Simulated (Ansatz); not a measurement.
Start from YN in the rock salt structure (space group Fm-3m, No. 225; a = 4.856 Å).

The values are results of PBEsol, PAW, 420 eV (Ansatz, an electronic-structure program; without spin-orbit coupling), not measurements.

Strains are applied to the cell and any free atomic positions relax.

One change was made to it. Results:

```json
[
 {"quantity": "energy relative to the base (free energy F)", "base": "0 meV/atom", "after": "+47 meV/atom"},
 {"quantity": "pressure", "base": "0.0 GPa", "after": "15.2 GPa"},
 {"quantity": "band gap", "base": "0.08 eV", "after": "zero"}
]
```

Which change produced these results?
A) isotropic strain −2.50 %
B) isotropic strain +0.50 %
C) isotropic strain −0.50 %
D) isotropic strain +2.00 %
E) isotropic strain −2.00 %

A, isotropic strain −2.50 %. For comparison, the energy relative to the base in the other runs: isotropic strain +0.50 % gives +1.7 meV/atom; isotropic strain −2.00 % gives +29 meV/atom; isotropic strain +2.00 % gives +26 meV/atom; isotropic strain −0.50 % gives +1.7 meV/atom.

The mesh was chosen for an insulator and is coarse for the gapless case. Whether these cells are dynamically stable was not tested. All final runs are without spin polarisation. Gaps under 0.05 eV, about the width of the smearing, are given as zero. A zero or small gap of YN can be the functional's error rather than a property of the material.
